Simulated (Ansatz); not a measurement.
Here is the system:

```
CELL_PARAMETERS angstrom
      0.00000     2.33965     1.98834
      2.33965     0.00000     1.98834
      2.33965     2.33965     0.00000
ATOMIC_POSITIONS crystal
  Al 0.00000 0.00000 0.00000
  N  0.25000 0.25000 0.25000
```

Level of theory: r2SCAN with spin-orbit coupling, rigid bands (plane waves, PAW; Ansatz, a first-principles code). Condition of this run: biaxial stress in (001) of -13.5 GPa (compression positive) (the target of the relaxation). Geometry: cell and atoms relaxed with PBEsol, then loaded as said.

Q: Predict the electron conductivity mass (n e² τ/σ) at 300 K, by direction if it differs.

A: 0.43 (x), 0.43 (y), 0.38 (z) mₑ.

Q: Predict the hole conductivity mass (n e² τ/σ) at 300 K, by direction if it differs.

A: 1.58 (x), 1.58 (y), 0.46 (z) mₑ.

Q: And the band gap?

A: 3.33 eV at this level; semilocal functionals usually fall short of the measured gap.

Rigid bands, one relaxation time for all states, no polarons. Geometry: cell and atoms relaxed with PBEsol.
